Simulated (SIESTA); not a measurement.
SIESTA run on the (001) slab of Bi (cut from a parent of space group no. 166; 6 atoms in the cell): self-consistent single point.

Computed with GGA PBEsol, numerical atomic orbitals DZP, PseudoDojo PBEsol standard norm-conserving potentials (rewritten from UPF to PSML) (SIESTA).

```xyz
6
Lattice="4.5273 0.0000 0.0000 -2.2636 3.9207 0.0000 0.0000 0.0000 23.4563" Properties=species:S:1:pos:R:3 pbc="T T T"
Bi     0.0000     0.0000     8.5892
Bi     2.2636     1.3069     7.0000
Bi     2.2636     1.3069    12.5227
Bi     0.0000     2.6138    10.9336
Bi     0.0000     2.6138    16.4563
Bi     0.0000     0.0000    14.8671
```

Reference input (self-consistent single point, DFT, GGA PBEsol, numerical atomic orbitals DZP, PseudoDojo PBEsol standard norm-conserving potentials (rewritten from UPF to PSML)): XC.functional = GGA; XC.authors = PBEsol; potentials = PseudoDojo PBEsol standard; PAO.BasisSize = DZP; PAO.EnergyShift = 0.01 Ry; MeshCutoff = 400 Ry; kgrid.MonkhorstPack = 4 4 1; OccupationFunction = MP; OccupationMPOrder = 0; ElectronicTemperature = 0.1 eV; MaxSCFIterations = 150; SCF.Mixer.Method = Pulay. This run's input differs from it in these lines:

```diff
@@ -31,4 +31,4 @@
 %block kgrid.MonkhorstPack
-    4   0   0  0.0
-    0   4   0  0.0
+   12   0   0  0.0
+    0  12   0  0.0
     0   0   1  0.0
```

Log, with long lists cut:

```
        iscf     Eharris(eV)        E_KS(eV)     FreeEng(eV)     dDmax    Ef(eV) dHmax(eV)
   scf:    1   -13336.761151   -13328.074839   -13328.076927  0.609435 -3.078095  3.943165
   scf:    2   -13328.550058   -13328.340431   -13328.342455  0.055905 -3.184153  2.655210
   scf:    3   -13328.851528   -13328.606256   -13328.608594  0.034790 -3.279602  2.064671
   scf:    4   -13329.094155   -13328.885816   -13328.888779  0.093034 -3.513406  0.389077
   scf:    5   -13328.911891   -13328.901934   -13328.904675  0.016720 -3.511157  0.136004
   [... 4 lines left out ...]
   scf:   10   -13328.903534   -13328.903531   -13328.906190  0.000255 -3.462904  0.002835
   scf:   11   -13328.903532   -13328.903531   -13328.906190  0.000139 -3.462460  0.000256
   scf:   12   -13328.903531   -13328.903531   -13328.906190  0.000013 -3.462489  0.000086
   scf:   13   -13328.903531   -13328.903531   -13328.906190  0.000005 -3.462468  0.000070
SCF Convergence by DM+H criterion
max |DM_out - DM_in|         :     0.0000045109
max |H_out - H_in|      (eV) :     0.0000698492
SCF cycle converged after 13 iterations

Using DM_out to compute the final energy and forces

siesta: E_KS(eV) =           -13328.9035

siesta: E_KS - E_eggbox =    -13328.9035

siesta: Atomic forces (eV/Ang):
     1    0.000003   -0.000001    0.412313
     2   -0.000003    0.000001   -0.392895
     3   -0.000028    0.000017    0.243934
     4    0.000028   -0.000017   -0.243934
     5    0.000003   -0.000001    0.392894
     6   -0.000003    0.000001   -0.412312
   Tot    0.000000    0.000000    0.000000
   Max    0.412313
   Res    0.206524    sqrt( Sum f_i^2 / 3N )
   Max    0.412313    constrained

   [... lines left out ...]
siesta: FreeEng =    -13328.906190
   [... lines left out ...]

siesta: Cell volume =        416.350556 Ang**3

siesta: Pressure (static):
siesta:                Solid            Molecule  Units
siesta:          -0.00000462         -0.00001783  Ry/Bohr**3
siesta:          -0.00042460         -0.00163706  eV/Ang**3
siesta:          -0.68029138         -2.62286248  kBar

siesta: Electric dipole (a.u.)  =    0.000000   -0.000000    0.000000
siesta: Electric dipole (Debye) =    0.000000   -0.000000    0.000001
```

The run converged in 13 iterations. Against the reference run the free energy rises by 15.1 meV/atom and the largest force goes from 0.202 to 0.412 eV/Å.

The starting cell has typed, rounded lattice constants, without a prior relaxation at this level. The slab is cut from that crystal, and its faces are unrelaxed. Its lattice was rescaled by up to half a per cent. Values carry the incompleteness of an atom-centred basis.

Cost on one core of a shared machine: roughly 60 s.
